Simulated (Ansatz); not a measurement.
# CuCl, pressure series

Start from CuCl in the zinc blende structure (space group F-43m, No. 216).

```xyz
2
Lattice="0.0000 2.7120 2.7120 2.7120 0.0000 2.7120 2.7120 2.7120 0.0000" Properties=species:S:1:pos:R:3 pbc="T T T"
Cl     4.0680     4.0680     4.0680
Cu     0.0000     0.0000     0.0000
```

Cell and atoms are relaxed at each pressure.

The values are results of PBE (Ansatz, a quantum-chemistry and plane-wave program), no spin-orbit coupling, not measurements.

Notes on the quantities. hole mass: degenerate bands, along [100]; enthalpy: H = E + PV relative to the base's energy.

```json
[
 {"case": "base", "density": "4.12 g/cm³", "hole mass": "0.39, 1.6, 1.6 mₑ (at Γ)", "band gap": "0.53 eV", "electron mass": "0.22 mₑ (at Γ)", "enthalpy": "–"},
 {"case": "pressure −2 GPa", "density": "3.93 g/cm³", "hole mass": "0.37, 1.7, 1.7 mₑ (at Γ)", "band gap": "0.45 eV", "electron mass": "0.21 mₑ (at Γ)", "enthalpy": "-0.25 eV/atom"},
 {"case": "pressure −1 GPa", "density": "4.03 g/cm³", "hole mass": "0.38, 1.6, 1.6 mₑ (at Γ)", "band gap": "0.49 eV", "electron mass": "0.22 mₑ (at Γ)", "enthalpy": "-0.13 eV/atom"},
 {"case": "pressure 0.3 GPa", "density": "4.15 g/cm³", "hole mass": "0.39, 1.6, 1.6 mₑ (at Γ)", "band gap": "0.54 eV", "electron mass": "0.22 mₑ (at Γ)", "enthalpy": "+0.04 eV/atom"},
 {"case": "pressure 0.7 GPa", "density": "4.18 g/cm³", "hole mass": "0.40, 1.5, 1.5 mₑ (at Γ)", "band gap": "0.55 eV", "electron mass": "0.22 mₑ (at Γ)", "enthalpy": "+0.09 eV/atom"},
 {"case": "pressure 1.5 GPa", "density": "4.24 g/cm³", "hole mass": "0.40, 1.5, 1.5 mₑ (at Γ)", "band gap": "0.58 eV", "electron mass": "0.22 mₑ (at Γ)", "enthalpy": "+0.18 eV/atom"},
 {"case": "pressure 3 GPa", "density": "4.35 g/cm³", "hole mass": "0.41, 1.4, 1.4 mₑ (at Γ)", "band gap": "…", "electron mass": "0.23 mₑ (at Γ)", "enthalpy": "+0.36 eV/atom"},
 {"case": "pressure 5 GPa", "density": "4.48 g/cm³", "hole mass": "0.42, 1.3, 1.3 mₑ (at Γ)", "band gap": "0.69 eV", "electron mass": "0.23 mₑ (at Γ)", "enthalpy": "+0.60 eV/atom"},
 {"case": "pressure 7.5 GPa", "density": "4.62 g/cm³", "hole mass": "0.43, 1.3, 1.3 mₑ (at Γ)", "band gap": "0.76 eV", "electron mass": "0.23 mₑ (at Γ)", "enthalpy": "+0.88 eV/atom"},
 {"case": "pressure 10 GPa", "density": "4.75 g/cm³", "hole mass": "…", "band gap": "0.83 eV", "electron mass": "0.24 mₑ (at Γ)", "enthalpy": "+1.15 eV/atom"}
]
```

Problem. Complete the table.

Solution. 
- pressure 3 GPa, band gap: 0.63 eV
- pressure 10 GPa, hole mass: 0.44, 1.2, 1.2 mₑ (at Γ)

Load acts through the strain it causes; cell and atoms are relaxed under it. Masses are band curvatures over ±0.01 Å⁻¹ around the edge. Stability against distortions was not tested. Tetrahedral semiconductors of this kind turn to denser phases somewhere between about 1 and 50 GPa; those were not computed, so compressed cells here can lie past the real transition. No Hubbard U is applied. All final runs are without spin polarisation.
